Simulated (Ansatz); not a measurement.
Levels about the gap of amorphous Hf₁₈O₃₆C (55 atoms in a cell of 654 Å³, 9.65 g/cm³; zone centre alone, so wide bands show as single levels with stretches between that a denser mesh fills), at the geometry that PBE relaxed, where it gives 0.1 GPa on a denser mesh. The participation number counts the atoms over which a state spreads; weights are charges in smoothed Voronoi cells. The levels come from a single point, so bond lengths are those of that geometry. Method of the levels: r2SCAN, scalar-relativistic without spin-orbit coupling (Ansatz, a quantum-chemistry and plane-wave program). Sampling: the zone centre alone; Fermi-Dirac width 0.02 eV; no spin polarisation. At PBE the levels at the filled edge of the gap are localised (band-tail or defect states), and the nearest spread-out levels lie 4.0 eV apart at the zone centre.

A CHGNet melt-quench gave the starting glass, which DFT then relaxed. O atoms were pushed apart under 1.9 Å during the dynamics, to hinder bonds among them. The hot cell started wider than the set density and was brought back towards it in steps. It is the lowest in DFT energy of 2 quenches. It is a model cell: composition and starting density were chosen by hand, and all elements were melted together. No dispersion term was used. Its density started from a set value of 8.91 and ended at 9.65 g/cm³. Cooling (nominally 300 K/ps over its main leg) ran many orders faster than in experiment, which tends to leave more defects and strain. Values belong to this one cell and scatter from quench to quench. Volume and shape were free in the relaxation. On a 2×2×2 Γ-centred mesh force components of up to 0.16 eV/Å stay, since the relaxation ran on the zone centre alone.

```tsv
E - E(highest filled), eV	filling	participation number	largest on	weight O	weight Hf	weight C
-2.32	filled	17.9	O, 3 neighbours	0.84	0.07	0.08
-2.31	filled	18.1	O, 3 neighbours	0.94	0.06	0.00
-2.25	filled	8.9	O, 3 neighbours	0.93	0.06	0.00
-2.08	filled	16.4	O, 3 neighbours	0.94	0.05	0.00
-1.86	filled	4.7	O, 3 neighbours	0.95	0.05	0.00
-1.75	filled	7.0	O, 3 neighbours	0.94	0.06	0.00
0.00	filled	5.3	C, 4 neighbours	0.35	0.25	0.39
2.42	empty	21.0	Hf, 6 neighbours	0.37	0.63	0.00
2.50	empty	26.2	Hf, 7 neighbours	0.43	0.56	0.01
2.75	empty	23.3	Hf, 7 neighbours	0.39	0.61	0.00
2.79	empty	22.8	Hf, 6 neighbours	0.36	0.61	0.03
2.89	empty	22.3	Hf, 7 neighbours	0.35	0.63	0.02
3.00	empty	23.0	Hf, 8 neighbours	0.36	0.63	0.00
3.07	empty	25.0	Hf, 8 neighbours	0.36	0.63	0.01
```

Most localised among these is the filled level at -1.86 eV, on a O atom, which has 3 neighbours (Hf 2.04 Å, Hf 2.10 Å, Hf 2.13 Å).
